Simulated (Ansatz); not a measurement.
Start from Sn in the diamond structure (space group Fd-3m, No. 227; a = 6.474 Å; relaxed with 0.1 eV smearing). Axes: x, y, z lie along the cube axes.

Calculations: Ansatz (a first-principles code), LDA, PAW, cutoff 420 eV, no SOC.

Before the change:

The shortest interatomic distance is 2.804 Å and the band gap comes out as zero.

The change: uniaxial strain ε_zz = −2.50 %, all other strain components held at zero, atoms relaxed at fixed cell.

Problem. How does this affect the energy relative to the base?

Solution. The energy goes up by 4.4 meV/atom.

Problem. Predict the new stress.

Solution. The stress (xx, yy, zz, yz, xz, xy; compression positive) comes out as (0.9, 0.9, 1.7, 0.0, 0.0, 0.0) GPa.

Problem. What does the calculation give for the shortest interatomic distance after the change?

Solution. The shortest interatomic distance shrinks by 0.0232 Å, from 2.804 Å to 2.780 Å.

Problem. Estimate the effect on the band gap.

Solution. The band gap remains zero.

Whether these cells are dynamically stable was not tested.
